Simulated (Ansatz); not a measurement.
Worked example: self-consistent single point of C₆Hg₄S₆CdN₆Br₄ (Fmm2, 27 atoms in the cell) in Ansatz (a program for electronic structure).

Method: r2SCAN, default PAW files made with PBE (plane waves; Ansatz).

```yaml
crystal:
  lattice:
    - [0.00000, 11.02717, 3.14569]
    - [9.12102, 0.00000, 3.14569]
    - [9.12102, 11.02717, 0.00000]
  atoms:
    - { symbol: C, position: [0.64380, 0.78220, 0.47840] }
    - { symbol: C, position: [0.78220, 0.64380, 0.09560] }
    - { symbol: C, position: [0.52160, 0.90440, 0.35620] }
    - { symbol: C, position: [0.90440, 0.52160, 0.21780] }
    - { symbol: C, position: [0.47520, 0.22480, 0.77520] }
    - { symbol: C, position: [0.22480, 0.47520, 0.52480] }
    - { symbol: Hg, position: [0.57722, 0.49678, 0.80314] }
    - { symbol: Hg, position: [0.49678, 0.57722, 0.12286] }
    - { symbol: Hg, position: [0.19686, 0.87714, 0.42278] }
    - { symbol: Hg, position: [0.87714, 0.19686, 0.50322] }
    - { symbol: S, position: [0.43641, 0.64159, 0.74061] }
    - { symbol: S, position: [0.64159, 0.43641, 0.18139] }
    - { symbol: S, position: [0.25939, 0.81861, 0.56359] }
    - { symbol: S, position: [0.81861, 0.25939, 0.35841] }
    - { symbol: Cd, position: [0.03370, 0.03370, 0.96630] }
    - { symbol: S, position: [0.74870, 0.38130, 0.61870] }
    - { symbol: S, position: [0.38130, 0.74870, 0.25130] }
    - { symbol: N, position: [0.15530, 0.32470, 0.67530] }
    - { symbol: N, position: [0.32470, 0.15530, 0.84470] }
    - { symbol: Br, position: [0.68297, 0.39143, 0.92085] }
    - { symbol: Br, position: [0.39143, 0.68297, 0.00475] }
    - { symbol: Br, position: [0.07915, 0.99525, 0.31703] }
    - { symbol: Br, position: [0.99525, 0.07915, 0.60857] }
    - { symbol: N, position: [0.77890, 0.87710, 0.30410] }
    - { symbol: N, position: [0.87710, 0.77890, 0.03990] }
    - { symbol: N, position: [0.69590, 0.96010, 0.22110] }
    - { symbol: N, position: [0.96010, 0.69590, 0.12290] }
```

Reference input (self-consistent single point, DFT, PBEsol, plane waves, default PAW files made with PBE): kpoints.mp_grid.grid = 3 3 3; hamiltonian.xc = pbesol; hamiltonian.pseudopotentials = {kind: paw} (the program's default PAW files); scf.occupations.method = cold; scf.occupations.width = 0.136 eV. This run's input differs from it in these lines:

Ansatz 0.2 input:
```diff
@@ -36,3 +36,3 @@
 hamiltonian:
-  xc: pbesol
+  xc: r2scan
   pseudopotentials: { kind: paw }
```

Output, abridged:

```
SCF iter   1: F=—  HF=-83996.966707 eV  |F-HF|=—  |Δ(HF+E_count)|=         —  Δρ=8.53e-3  dr2=7.30e-1  dr2_τ=3.34e0  ethr=1.77e-3  ⟨swp⟩=7.1  Hψ=4936  notcnv=0  defer=5
all-band conjugate gradients solve this SCF's bands
preconditioner: auto → Resta (q_TF=auto, 2.284 Å⁻¹)
SCF iter   2: F=—  HF=-83996.981690 eV  |F-HF|=—  |Δ(HF+E_count)|=   1.50e-2  S|Δr|=    0.00e0  Δρ=4.99e-3  dr2=1.06e-1  dr2_τ=1.78e-2  ethr=3.35e-4  ⟨swp⟩=2.0  Hψ=2026  notcnv=0  defer=156
   [... lines left out ...]
SCF iter   8: F=—  HF=-83996.955945 eV  |F-HF|=—  |Δ(HF+E_count)|=   2.06e-6  S|Δr|=    0.00e0  Δρ=1.48e-5  dr2=1.58e-6  dr2_τ=1.94e-7  ethr=2.52e-9  ⟨swp⟩=2.8  Hψ=1651  notcnv=0  defer=158
SCF iter   9: F=—  HF=-83996.955945 eV  |F-HF|=—  |Δ(HF+E_count)|=   2.71e-7  S|Δr|=    0.00e0  Δρ=4.20e-6  dr2=1.62e-7  dr2_τ=2.40e-8  ethr=7.24e-10  ⟨swp⟩=2.0  Hψ=1626  notcnv=0  defer=158
SCF iter  10: F=-83996.955945 eV  HF=-83996.955945 eV  |F-HF|=2.64e-8  |Δ(HF+E_count)|=   1.42e-7  S|Δr|=    0.00e0  Δρ=1.08e-6  dr2=1.22e-8  dr2_τ=4.78e-10  ethr=4.59e-11  ⟨swp⟩=11.8  Hψ=4953  notcnv=0
SCF 1 converged in 10 iterations: F = -83996.955945 eV  dr2 = 1.22e-8
Stability not checked (fill_not_monotonic)
Free energy (F): -83996.955945 eV
Internal energy: -83996.955945 eV  (E = F + TS)
E sigma→0 (E₀):  -83996.955945 eV
Fermi energy:    4.288900 eV
--- Forces (eV/Å), atoms counted from 1 ---
  atom   1  C      4.77449992     4.39959634    -4.76904753
  atom   2  C     -4.77449992    -4.39959634    -4.76904753
  atom   3  C      4.77449992    -4.39959634    -4.76904753
  atom   4  C     -4.77449992     4.39959634    -4.76904753
  atom   5  C      0.00000000     4.95076166     5.17089410
   [... 18 lines left out ...]
   [... lines left out ...]
  atom  27  N      4.32374233     2.66772936     4.39947149
--- Stress (GPa, compression-positive) ---
        4.654236       0.000000       0.000000
        0.000000      10.480055       0.000000
        0.000000       0.000000       2.938744
  P = ⅓ Tr σ = 6.0243 GPa (60.243 kbar)
  The stress holds the Pulay correction. Without it, at fixed plane waves, as pw.x and ABINIT print it: P = 5.9865 GPa
```

The run converged in 10 iterations. Against the reference run the pressure goes from 5.59 to 6.02 GPa, the largest force goes from 8.817 to 8.056 eV/Å and the gap on the mesh goes from 1.570 to 1.953 eV. The full log also holds: “WARN basis.ecutwfc = 500 eV, the default”.

The starting cell comes from a database of published, mostly measured structures (it also holds non-ambient and calculated ones), without a prior relaxation at this level. Its lattice was rescaled by a random factor within 2.5 % of one. Spin-orbit coupling is off. With a pressure of about 6 GPa the cell is away from its equilibrium volume at this level. Forces in this geometry exceed 1 eV/Å. Ansatz's pressure includes its estimate of the finite-basis (Pulay) stress.

Cost on one core of a shared machine: roughly 3 min.
